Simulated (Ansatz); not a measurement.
**Pressure series in NaF**

Consider NaF in the rock salt structure (space group Fm-3m, No. 225).

```cif
data_FNa
_chemical_formula_sum 'F1 Na1'
_space_group_name_H-M_alt 'P 1'
_space_group_IT_number 1
_cell_length_a 3.24880
_cell_length_b 3.24880
_cell_length_c 3.24880
_cell_angle_alpha 60.000
_cell_angle_beta 60.000
_cell_angle_gamma 60.000
loop_
_space_group_symop_operation_xyz
  'x, y, z'
loop_
_atom_site_label
_atom_site_type_symbol
_atom_site_fract_x
_atom_site_fract_y
_atom_site_fract_z
_atom_site_occupancy
F1 F 0.00000 0.00000 0.00000 1
Na1 Na 0.50000 0.50000 0.50000 1
```

Cell and atoms are relaxed at each pressure.

Method: r2SCAN in Ansatz (plane waves to 500 eV, PAW, spin-orbit coupling left out).

Candidates:
(a) pressure 30 GPa
(b) pressure 15 GPa
(c) pressure 22.5 GPa
(d) pressure 9 GPa

Base values:

```
Quantity    Value
--------  -------
Band gap  7.28 eV
```

Task: Order them by band gap, highest first.

Result: (a) pressure 30 GPa (9.26 eV), (c) pressure 22.5 GPa (8.89 eV), (b) pressure 15 GPa (8.46 eV), (d) pressure 9 GPa (8.06 eV)

Load acts through the strain it causes; cell and atoms are relaxed under it. No phonon test of stability was made. No other phases were tried under pressure.

Ansatz is a program for electronic structure.
